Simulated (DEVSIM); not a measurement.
Device: Si p+/n-/n+ power diode, at 300 K.

| layer (left to right) | material | thickness (μm) | Nd (cm⁻³) | Na (cm⁻³) | τn (s) | τp (s) |
|---|---|---|---|---|---|---|
| 1 | Si | 0.920 | - | 1.5e18 | 4.6e-7 | 4.6e-7 |
| 2 | Si | 5.20 | 1.3e14 | - | 4.6e-7 | 4.6e-7 |
| 3 | Si | 4.40 | 2.5e18 | - | 4.6e-7 | 4.6e-7 |

Left contact: ohmic. Right contact: ohmic. Voltage is applied to the left contact. Recombination: SRH at mid-gap. Mobility is μmin + (μ − μmin)/(1 + (N/Nref)^α).

The device is made up for the run: typed textbook-type constants, with dimensions and the other settings drawn at random. Values at 300 K. The table also holds parameters that only a changed run uses.

```tsv
parameter	Si
gap (eV)	1.124
affinity (eV)	4.05
permittivity	11.7
Nc (cm⁻³)	2.86e19
Nv (cm⁻³)	3.1e19
μn (cm²/Vs)	1417
μp (cm²/Vs)	470
μn,min	52
μp,min	45
Nref,n	9.7e16
Nref,p	2.2e17
αn	0.68
αp	0.72
Cn (cm⁶/s)	2.8e-31
Cp (cm⁶/s)	9.9e-32
```

DEVSIM, 1D drift-diffusion, Boltzmann statistics, complete ionisation; no tunnelling, impact ionisation, image-force lowering or self-heating.

Base results: dark forward voltage at 100 A/cm² (V) 0.837; potential step across the device at zero bias (V) 0.983; dark forward voltage at 1 A/cm² (V) 0.692.

Q: What follows from this one change: thickness of layer 1 0.92 → 0.18 μm?

A: dark forward voltage at 100 A/cm² 0.837 → 0.799 V; potential step across the device at zero bias little changed (0.983 V); dark forward voltage at 1 A/cm² 0.692 → 0.665 V.

Q: What follows from this one change: doping Na of layer 1 1.5e+18 → 4.5e+17 cm^-3?

A: dark forward voltage at 100 A/cm² 0.837 → 0.797 V; potential step across the device at zero bias 0.983 → 0.952 V; dark forward voltage at 1 A/cm² 0.692 → 0.662 V.

Q: What follows from this one change: doping Nd of layer 3 2.5e+18 → 7.5e+16 cm^-3?

A: dark forward voltage at 100 A/cm² 0.837 → 0.800 V; potential step across the device at zero bias 0.983 → 0.892 V; dark forward voltage at 1 A/cm² 0.692 → 0.659 V.

Q: What follows from this one change: thickness of layer 2 5.2 → 26 μm?

A: dark forward voltage at 100 A/cm² little changed (0.834 V); potential step across the device at zero bias little changed (0.983 V); dark forward voltage at 1 A/cm² 0.692 → 0.637 V.

Q: What follows from this one change: constant mobility in place of the doping-dependent one?

A: dark forward voltage at 100 A/cm² 0.837 → 0.794 V; potential step across the device at zero bias little changed (0.983 V); dark forward voltage at 1 A/cm² 0.692 → 0.661 V.
